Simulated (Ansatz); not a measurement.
# Response to strain in hypothetical zinc blende PbTe

Take PbTe in the zinc blende structure (space group F-43m, No. 216; a hypothetical phase, not in the database extracts checked) as the base.

```
PbTe
1.0
    0.00000     3.66774     3.66774
    3.66774     0.00000     3.66774
    3.66774     3.66774     0.00000
Te Pb
1 1
Direct
  0.75000   0.75000   0.75000
  0.00000   0.00000   0.00000
```

Cartesian axes are those of the cell as printed.

Strains are applied to the cell and any free atomic positions relax; under biaxial strain the out-of-plane vector relaxes too; under stress the whole cell relaxes.

All numbers come from PBE (Ansatz, a program for electronic structure; PAW; 420 eV plane waves; scalar-relativistic without spin-orbit coupling).

Notes on the quantities. energy relative to the base: free energy F.

```json
[
 {"case": "base", "volume per atom": "49.34 Å³", "energy relative to the base": "0 meV/atom", "smallest direct gap": "1.20 eV", "gap character": "indirect, W → X", "band gap": "0.63 eV"},
 {"case": "biaxial strain +0.82 %, plane normal [110], relaxed out of plane", "volume per atom": "49.06 Å³", "energy relative to the base": "-0.4 meV/atom", "smallest direct gap": "1.20 eV", "gap character": "indirect, k = (1/4, -1/2, -1/4) in the run's primitive reciprocal basis → T", "band gap": "0.60 eV"},
 {"case": "biaxial strain −1.52 %, plane normal [111], relaxed out of plane", "volume per atom": "49.71 Å³", "energy relative to the base": "-2.1 meV/atom", "smallest direct gap": "1.25 eV", "gap character": "indirect, T–H₂ (87 % along) → F", "band gap": "0.67 eV"},
 {"case": "isotropic strain −3.61 %", "volume per atom": "44.19 Å³", "energy relative to the base": "+50 meV/atom", "smallest direct gap": "1.11 eV", "gap character": "indirect, W → X", "band gap": "0.36 eV"},
 {"case": "isotropic strain −1.26 %", "volume per atom": "47.50 Å³", "energy relative to the base": "+5.6 meV/atom", "smallest direct gap": "1.17 eV", "gap character": "indirect, W → X", "band gap": "0.55 eV"},
 {"case": "uniaxial strain ε_xx = −1.35 %", "volume per atom": "48.67 Å³", "energy relative to the base": "+0.8 meV/atom", "smallest direct gap": "1.19 eV", "gap character": "indirect, P → M", "band gap": "0.56 eV"},
 {"case": "uniaxial strain ε_xx = +0.28 %", "volume per atom": "49.48 Å³", "energy relative to the base": "0.0 meV/atom", "smallest direct gap": "1.20 eV", "gap character": "indirect, R → X", "band gap": "0.63 eV"},
 {"case": "uniaxial stress, 3 GPa tension along x", "volume per atom": "47.85 Å³", "energy relative to the base": "+64 meV/atom", "smallest direct gap": "–", "gap character": "–", "band gap": "zero"},
 {"case": "tensor shear ε_xz = −1.18 %", "volume per atom": "49.33 Å³", "energy relative to the base": "-0.4 meV/atom", "smallest direct gap": "1.20 eV", "gap character": "indirect, W → T", "band gap": "0.63 eV"},
 {"case": "uniaxial stress, 5 GPa compression along z", "volume per atom": "32.88 Å³", "energy relative to the base": "+103 meV/atom", "smallest direct gap": "–", "gap character": "–", "band gap": "zero"}
]
```

A biaxial case was relaxed in a doubled cell and then solved in the primitive one. A case with no gap was solved on a k-mesh chosen for an insulator, which is coarse for it. With Pb and Te present, leaving out spin-orbit coupling can change the band edges. Beyond what the load breaks, stability against distortions was not tested. The final runs are not spin-polarised. Under biaxial strain +0.82 %, plane normal [110], relaxed out of plane and biaxial strain −1.52 %, plane normal [111], relaxed out of plane the cell ends below the base's energy or with stress of the wrong sign: the atoms slid into a distortion or the cell is elastically unstable, so the base is not a stable minimum at this level. Under uniaxial stress, 3 GPa tension along x and uniaxial stress, 5 GPa compression along z the cell changed shape so far that it is another structure. A zero or small gap of PbTe under uniaxial stress, 3 GPa tension along x can be the functional's error rather than a property of the material. Labels are those of the standard path for the cell's own space group.
